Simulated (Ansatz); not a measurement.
## GaP, alloy series

Start from GaP in the zinc blende structure (space group F-43m, No. 216; a = 5.438 Å).

The other end (x = 1) is GaAs in the zinc blende structure (space group F-43m, No. 216): 22.65 Å³/atom, gap 0.42 eV.

As replaces a fraction x of P; each row is one arrangement (x, atoms in the cell, starting space group or random), fully relaxed.

Levels (all Ansatz, a first-principles code, PAW): PBEsol (420 eV, scalar-relativistic without spin-orbit coupling); HSE06 (420 eV, spin-orbit coupling left out).

Band gaps by level, all at the geometries relaxed with PBEsol:

| case | PBEsol | HSE06 |
|---|---|---|
| base | 1.45 eV | 2.24 eV |
| x(As) = 0.25, 8 atoms, Amm2 | 1.25 eV | 2.00 eV |
| x(As) = 0.333, 6 atoms, P3m1 | 1.18 eV | 2.04 eV |

Single points use the geometry relaxed with PBEsol. HSE06 gaps are upper bounds (no full band path). Each cell is one ordered arrangement of few atoms, which overstates ordering effects compared with a random alloy. Stability against distortions was not tested.
